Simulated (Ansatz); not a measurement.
## What pressure 0.3 GPa does to Ge

Base system: Ge (space group Ia-3, No. 206; a = 6.937 Å; a cell from a computed database, its experimental status unchecked).

One thing is altered: cell and atoms relaxed at a pressure of 0.3 GPa.

Calculations: PBEsol/PAW in Ansatz (a program for electronic structure), no spin-orbit coupling. k-mesh 10×10×10 (Γ-centred); smearing 0.05 eV (Fermi–Dirac).

- Density: 5.80 g/cm³ (base 5.78 g/cm³)
- Enthalpy H = E + PV relative to the base's energy: +0.04 eV/atom
- Band gap: zero (base zero)

Final structure:

```
CELL_PARAMETERS angstrom
     -3.46395     3.46395     3.46395
      3.46395    -3.46395     3.46395
      3.46395     3.46395    -3.46395
ATOMIC_POSITIONS crystal
  Ge 0.50000 0.00000 0.79573
  Ge 0.50000 0.00000 0.20427
  Ge 0.70427 0.70427 0.70427
  Ge 0.29573 0.29573 0.29573
  Ge 0.00000 0.79573 0.50000
  Ge 0.00000 0.20427 0.50000
  Ge 0.79573 0.50000 0.00000
  Ge 0.20427 0.50000 0.00000
```

Cost of the whole job for the changed cell (relaxation, final SCF and bands): roughly 90 core-seconds.

Load acts through the strain it causes; cell and atoms are relaxed under it. Whether these cells are dynamically stable was not tested. This is not the structure that Ge has at room temperature and ambient pressure.
